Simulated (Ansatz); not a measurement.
This concerns the formation energy of PtSe2 (CdI2 type, P-3m1) from the elements. Reaction: 2 Se (P3₁21) + Pt (fcc) → PtSe2 (CdI2 type). Negative: the products are lower in energy. The value is per atom of the solid.

PtSe2 (CdI2 type, P-3m1), 3 atoms in the cell; metallic (partly filled levels) with PBE, k-point mesh 12×12×6 on the run's own vectors.
```yaml
crystal:
  lattice:
    - [3.77133, 0.00000, 0.00000]
    - [-1.88566, 3.26607, 0.00000]
    - [0.00000, 0.00000, 4.82412]
  atoms:
    - { symbol: Pt, position: [0.00000, 0.00000, 0.00000] }
    - { symbol: Se, position: [0.66667, 0.33333, 0.73459] }
    - { symbol: Se, position: [0.33333, 0.66667, 0.26541] }
```

Se (P3₁21), 3 atoms in the cell, k-point mesh 12×12×8 on the run's own vectors. Conventional cell: a = b = 4.066 Å, c = 5.130 Å, α = β = 90.00°, γ = 120.00°.

Pt (fcc, Fm-3m), 1 atom in the cell, k-point mesh 26×26×26 on the run's own vectors. Conventional cell: a = 3.9300 Å, b = 3.9300 Å, c = 3.9300 Å, α = 90.00°, β = 90.00°, γ = 90.00°.

Computed with Ansatz (plane waves, PAW), its PAW set soft_1, cutoff 420 eV, 500 eV for r2SCAN. The structures are at rest with PBE+D3(BJ); other levels are single points on them. Neutral cells; Fermi-Dirac smearing of at most 0.10 eV in the solids, energies taken to zero width. The lattices are those relaxed with PBE+D3(BJ), so at other levels the solids can be strained, which adds to the spread. A dispersion term (D3(BJ), or D4 for r2SCAN) was computed beside these levels and is taken off wherever the name lacks it. Space groups of crystals are read within 0.01 Å. Nuclei at rest; no vibrational terms. The runs are scalar-relativistic, without spin-orbit coupling.

**Question.** What value does PBE+D3(BJ) give?

**Answer.** -0.38 eV/atom, for 2 Se (P3₁21) + Pt (fcc) → PtSe2 (CdI2 type).

**Question.** List the value at the remaining levels and say how far they part.

**Answer.** 
| Functional | value (eV/atom) | less PBE+D3(BJ) |
|---|---|---|
| PBE | -0.39 | -0.01 |
| r2SCAN | -0.45 | -0.07 |

The levels shown span 0.07 eV/atom, from r2SCAN (-0.45) to PBE+D3(BJ) (-0.38).

Ansatz is a quantum-chemistry and plane-wave program.
